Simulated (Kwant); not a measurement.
Device: wire with an antidot in a In0.53Ga0.47As two-dimensional gas. Effective mass 0.041 mₑ, grid spacing 3.3 nm, hard walls, nominal width 120 nm (37 grid rows, so walls 125.4 nm apart), one parabolic valley, scattering region 300 nm long along x; energies count from the band bottom; Fermi energy swept from 0.00045857 to 0.06461 eV. Hard-wall hole of radius 16 nm, 10 nm off the axis.

Constants are typed, rounded textbook-type inputs, not results; the design itself was drawn at random and stands for no fabricated device.

Computed with Kwant: effective-mass tight-binding model on a square grid, one spin, coherent transport at 0 K. Conductance is in e²/h.

Density of the scattering states that come in from the left lead, at energy = 0.032999 eV, in bins, relative to the largest site value (x marks bins outside the device):

```
|30243222113442123322222111100000001111110000|
|62487355346795257644444433322211122333222222|
|33344244244353233322222222222211111111111112|
|24324453254232223443222221122222211111111111|
|35546653345554336853344322111122332222222211|
|24434333333445435523333332211112222332222211|
|23223332234424423345210112111111111222222222|
|433457623577343345961xx000122222211111222222|
|32443552444533245385xxxx00112222222112222222|
|23332542432323245164xxxx00112222222111112222|
|442478523566343454871xx000122222221111111222|
|452466423466344244892xx001122222222222211112|
|26234332223324423346411122211111222222221111|
|35236542344434435633333322211122222222111112|
|44237862365543335864333322111222222111111222|
|32223442253233232444322222222222211111122222|
|32333333244454244333333333222111112222222222|
|53346643346664247653333332222111222222222222|
|32334531333332223443222222222222222211111112|
|42542442433432233222222222222222222222221111|
|52764664456873356654444333332222112223332221|
|21232321123431123322221111111000000011111000|
```
Scale: ten equal steps from 0.009 (start of '0') to 0.870 (end of '9'), in the order '0123456789'; x runs from -145 to 145, y from -56.7 (bottom) to 56.7 (top).

The conductance there is 5.00 e²/h with 7 open channel(s) in the leads.
